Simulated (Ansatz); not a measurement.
Abridged Ansatz (an electronic-structure program) output:

```
Pseudopotential: Zn, paw, valence charge 12
Pseudopotential: Sn, paw, valence charge 14
Pseudopotential: N, paw, valence charge 5
Crystal: 16 atoms, lattice volume = 222.514 Å³
Basis set: ecut = 420 eV, 4359 PW (Γ), exchange–correlation on 80×96×80 points (8 copies of the dense FFT grid, shifted against one another)
Bands: 88, of which v1, the nominal top of the filled ones, is band 72 counted from 1 (71 counted from 0)
Symmetry: 4 space group operations
k-points: 27 of 100 (time reversal used)
Functional: x = pbe(κ = 0.804, μ = 0.2195149727645171), c = pbe(β = 0.06672455060314922)
SCF iter   1: F=—  HF=-40443.979838 eV  |F-HF|=—  |Δ(HF+E_count)|=         —  Δρ=1.36e-3  dr2=4.05e-3  ethr=1.77e-3  ⟨swp⟩=6.1  Hψ=10378  notcnv=0  defer=37
SCF iter   2: F=—  HF=-40443.981601 eV  |F-HF|=—  |Δ(HF+E_count)|=   1.76e-3  Δρ=7.38e-4  dr2=8.44e-4  ethr=2.81e-6  ⟨swp⟩=2.2  Hψ=4674  notcnv=0  defer=142
SCF 1 converged in 10 iterations: F = -40443.982065 eV  dr2 = 1.24e-9
SCF converged after 10 iterations
Free energy (F): -40443.982065 eV
Internal energy: -40443.979416 eV  (E = F + TS)
E sigma→0 (E₀):  -40443.980740 eV
Entropy (-TS):   -0.002649 eV (-0.166 meV/atom)
Fermi energy:    9.430748 eV
--- Forces (eV/Å), atoms counted from 1 ---
  atom   1  Zn    -0.00133453    -0.00000276    -0.00008486
  atom   2  Zn     0.00133453     0.00000276    -0.00008486
  atom   3  Zn     0.00133453    -0.00000276    -0.00008486
  atom   4  Zn    -0.00133453     0.00000276    -0.00008486
  atom   5  Sn    -0.00072225     0.00043038     0.00034315
  atom   6  Sn     0.00072225    -0.00043038     0.00034315
  atom   7  Sn     0.00072225     0.00043038     0.00034315
  atom   8  Sn    -0.00072225    -0.00043038     0.00034315
  atom   9  N     -0.00067141    -0.00080271    -0.00006010
  atom  10  N      0.00067141     0.00080271    -0.00006010
  atom  11  N      0.00067141    -0.00080271    -0.00006010
  atom  12  N     -0.00067141     0.00080271    -0.00006010
  atom  13  N     -0.00117188     0.00105182    -0.00019779
  atom  14  N      0.00117188    -0.00105182    -0.00019779
  atom  15  N      0.00117188     0.00105182    -0.00019779
  atom  16  N     -0.00117188    -0.00105182    -0.00019779
--- Stress (GPa, compression-positive) ---
        0.007112       0.000000       0.000000
        0.000000      -0.002788       0.000000
        0.000000       0.000000      -0.007595
  P = ⅓ Tr σ = -0.0011 GPa (-0.011 kbar)
```

Task: What was computed, and what are the main results?

Result: ZnSnN2, 16 atoms in the cell, with DFT with PBE, PAW potentials and a 420 eV plane-wave cutoff in Ansatz, no SOC. The last SCF converged to F = -40443.982065 eV, or -2527.7489 eV per atom, at a pressure of 0.00 GPa. The total energy compares only with runs of the same code, potentials and settings.

Whether these cells are dynamically stable was not tested. The cell is ZnSnN₂ (space group Pna2_1, No. 33).
